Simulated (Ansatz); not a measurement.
TaAlO₄ (I4₁md, No. 109, 12 atoms in the cell; start mp-760396)

All values below come from HSE06 in Ansatz (PAW).

Run with plane-wave cutoff 460 eV, 6×6×6 k mesh, Fermi–Dirac smearing 0.01 eV, scalar-relativistic PAW data made under PBE.

Cell (relaxed with PBEsol):

Space group I4₁md (No. 109); a = b = 6.4712 Å, c = 5.9119 Å, α = β = γ = 90.00°

| atom | site | symmetry | x | y | z |
|---|---|---|---|---|---|
| Ta | 4a | 2mm. | 0.0000 | 0.0000 | 0.7624 |
| Al | 4a | 2mm. | 0.0000 | 0.0000 | 0.2518 |
| O | 8b | .m. | 0.1941 | 0.0000 | 0.4901 |
| O | 8b | .m. | 0.2003 | 0.0000 | 0.0028 |
(The calculation used a cell of 12 atoms; values per cell refer to that cell.)

For TaAlO₄ (I4₁md, No. 109, 12 atoms in the cell; start mp-760396), the band gap is 4.32 eV (on the SCF k mesh).

Note: cell and atoms aren't relaxed at this level (pressure -1.2 GPa).

Spin–orbit coupling is not included.

Computed values are for the static lattice.

Computing time: very roughly 14 core-minutes.

A start named mp-… is a Materials Project structure, which need not be a measured phase.

Ansatz is a first-principles code.
